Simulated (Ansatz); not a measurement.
Levels about the gap of amorphous Si14B14C14N28 (70 atoms in a cell of 820 Å³, 2.24 g/cm³; zone centre alone, so wide bands show as single levels with stretches between that a denser mesh fills), at the geometry that PBE relaxed, where it gives 0.0 GPa on a denser mesh. Exact exchange is cut at the faces of this small cell, which leaves a finite-size error. The participation number counts the atoms over which a state spreads; weights are charges in smoothed Voronoi cells. The levels come from a single point, so bond lengths are those of that geometry. Method of the levels: HSE06, scalar-relativistic without spin-orbit coupling (Ansatz, an electronic-structure program). Sampling: the zone centre alone; Fermi-Dirac width 0.01 eV; collinear spin, started from moments on atoms (at the end a net moment of 0.0 μB, with unpaired spins of both signs, a broken-symmetry state; no other order was tried).

It comes from a melt-quench run on a machine-learned potential (CHGNet), relaxed afterwards by DFT. N atoms were pushed apart under 1.9 Å during the dynamics, to hinder bonds among them. The hot cell started wider than the set density and was brought back towards it in steps. It is the lowest in DFT energy of 2 quenches. It is a model cell: composition and starting density were chosen by hand, and all elements were melted together. No dispersion term was used. Its density started from a set value of 2.15 and ended at 2.24 g/cm³. Cooling (nominally 500 K/ps over its main leg) ran many orders faster than in experiment, which tends to leave more defects and strain. Values belong to this one cell and scatter from quench to quench. Volume and shape were free in the relaxation. On a 2×2×2 Γ-centred mesh force components of up to 0.45 eV/Å stay, since the relaxation ran on the zone centre alone.

| E - E(highest filled), eV | filling | spin | participation number | largest on | weight N | weight C | weight B | weight Si |
|---|---|---|---|---|---|---|---|---|
| -1.33 | filled | up | 16.7 | C, 3 neighbours | 0.45 | 0.35 | 0.10 | 0.11 |
| -1.14 | filled | dn | 10.0 | N, 2 neighbours | 0.48 | 0.30 | 0.05 | 0.17 |
| -1.14 | filled | up | 10.1 | N, 2 neighbours | 0.48 | 0.30 | 0.05 | 0.17 |
| -0.82 | filled | up | 12.7 | Si, 4 neighbours | 0.33 | 0.34 | 0.07 | 0.27 |
| -0.82 | filled | dn | 12.9 | Si, 4 neighbours | 0.32 | 0.34 | 0.07 | 0.27 |
| -0.12 | filled | dn | 12.3 | C, 3 neighbours | 0.35 | 0.28 | 0.27 | 0.10 |
| 0.00 | filled | up | 16.2 | B, 3 neighbours | 0.33 | 0.25 | 0.32 | 0.10 |
| 1.20 | empty | up | 15.0 | N, 2 neighbours | 0.31 | 0.34 | 0.24 | 0.11 |
| 1.25 | empty | dn | 16.2 | N, 2 neighbours | 0.32 | 0.34 | 0.24 | 0.11 |
| 1.47 | empty | up | 20.3 | B, 2 neighbours | 0.34 | 0.29 | 0.20 | 0.17 |
| 1.53 | empty | dn | 23.0 | B, 2 neighbours | 0.34 | 0.27 | 0.21 | 0.18 |
| 1.81 | empty | up | 15.9 | B, 2 neighbours | 0.29 | 0.23 | 0.30 | 0.18 |
| 1.84 | empty | dn | 24.0 | C, 3 neighbours | 0.25 | 0.36 | 0.18 | 0.21 |
| 1.84 | empty | up | 26.9 | C, 3 neighbours | 0.27 | 0.37 | 0.14 | 0.22 |

Most localised among these is the filled level at -1.14 eV, on a N atom, which has 2 neighbours (C 1.30 Å, Si 1.70 Å).
